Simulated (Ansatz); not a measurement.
```yaml
crystal:
  lattice:
    - [3.22775, 0.00000, 0.00000]
    - [-1.61387, 2.79531, 0.00000]
    - [0.00000, 0.00000, 12.34749]
  atoms:
    - { symbol: Mo, position: [0.33333, 0.66667, 0.25000] }
    - { symbol: Mo, position: [0.66667, 0.33333, 0.75000] }
    - { symbol: Se, position: [0.33333, 0.66667, 0.61472] }
    - { symbol: Se, position: [0.66667, 0.33333, 0.11472] }
    - { symbol: Se, position: [0.66667, 0.33333, 0.38528] }
    - { symbol: Se, position: [0.33333, 0.66667, 0.88528] }
```

No spin polarisation.

All numbers come from Ansatz (a quantum-chemistry and plane-wave program), PBEsol-D3(BJ), PAW, cutoff 420 eV, no spin-orbit coupling, earlier PAW set. Settings: 12×12×3 k-points, 0.05 eV Fermi–Dirac smearing.

Question: Estimate the width of the top valence band.

Answer: 1.53 eV.

Question: Predict the smallest direct gap.

Answer: 1.54 eV.

Question: What space group does the calculation give?

Answer: P6_3/mmc (No. 194).

Stability against distortions was not tested. The cell was made from MoS2 by this change: S → Se.
